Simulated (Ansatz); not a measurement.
## Converging the k-point mesh: LuBi (I4mm, 2 atoms in the cell)

```xyz
2
Lattice="0.0000 3.1175 3.1175 3.1175 0.0000 3.1175 3.1175 3.1175 0.0000" Properties=species:S:1:pos:R:3 pbc="T T T"
Lu     3.1175     3.1175     3.1675
Bi     0.0000     0.0000     0.0000
```

Method: LDA (PW92), default PAW files made with PBE (plane waves; Ansatz, an electronic-structure program).

Base settings: basis.ecutwfc = 30.9 Ry; kpoints.mp_grid.grid = 9 9 9; hamiltonian.xc = lda; hamiltonian.pseudopotentials = {kind: paw} (the program's default PAW files); scf.occupations.method = fermi_dirac; scf.occupations.width = 0.0073 Ry.

The second cell is the first with its lattice scaled by 0.98.

Only quantities that move along the ladder and can be compared are tabulated.

The count of work is k-points × plane waves × bands × iterations; it is no time. Core times come from one kind of shared machine, to one figure; runs under 30 s give none.

The starting cell comes from a database of computed structures (which also holds hypothetical and non-ambient phases and stackings), without a prior relaxation at this level. Its lattice was rescaled by up to half a per cent. One atom was moved a little off its site on purpose. In the base run, with a pressure of about -5 GPa the cell is away from its equilibrium volume at this level. Ansatz's pressure includes its estimate of the finite-basis (Pulay) stress.

| kpoints.mp_grid.grid | free energy less the last step's (meV/atom) | energy of the compressed cell less the first (meV/atom) | pressure (GPa) | largest difference of a force vector from the last step's (eV/Å) | count of work / last | core time / last (rough) |
|---|---|---|---|---|---|---|
| 2 2 2 | 616.55 | -48.62 | -5.92 | 0.187 | 0.0024 | – |
| 4 4 4 | 29.58 | -35.01 | -4.69 | 0.002 | 0.0066 | – |
| 6 6 6 | 5.09 | -34.77 | -4.63 | 0.002 | 0.020 | – |
| 8 8 8 | 0.84 | -34.97 | -4.64 | 0.002 | 0.040 | – |
| 9 9 9 | -0.07 | -35.22 | -4.66 | 0.003 | 0.051 | – |
| 11 11 11 | -0.53 | -35.10 | -4.65 | 0.001 | 0.086 | – |
| 13 13 13 | -0.13 | -34.95 | -4.64 | 0.001 | 0.13 | – |
| 16 16 16 | 0.04 | -35.07 | -4.65 | 0.000 | 0.24 | 0.2 |
| 20 20 20 | -0.01 | -35.07 | -4.65 | 0.000 | 0.44 | 0.5 |
| 22 22 22 | -0.01 | -35.05 | -4.65 | 0.000 | 0.57 | 0.4 |
| 27 27 27 | 0.00 | -35.05 | -4.65 | 0.000 | 1.0 | 1 |

Coarsest kpoints.mp_grid.grid that holds the energy of the compressed cell less the first within 1 meV/atom of the last step, with all finer ones: 4 4 4, at 0.0066 of the last step's count of work; the step before is off by 14 meV/atom.

Coarsest kpoints.mp_grid.grid that holds the forces within 0.005 eV/Å of the last step, with all finer ones: 4 4 4, at 0.0066 of the last step's count of work; the step before is off by 0.19 eV/Å.

Coarsest kpoints.mp_grid.grid that holds the free energy within 1 meV/atom of the last step, with all finer ones: 8 8 8, at 0.040 of the last step's count of work; the step before is off by 5.1 meV/atom.

The energy difference between the two cells stays within 1 meV/atom of the last step's from 4 4 4 on, the total only from 8 8 8 on: much of the error is common to both cells and cancels.

Keys are those of Ansatz 0.2.
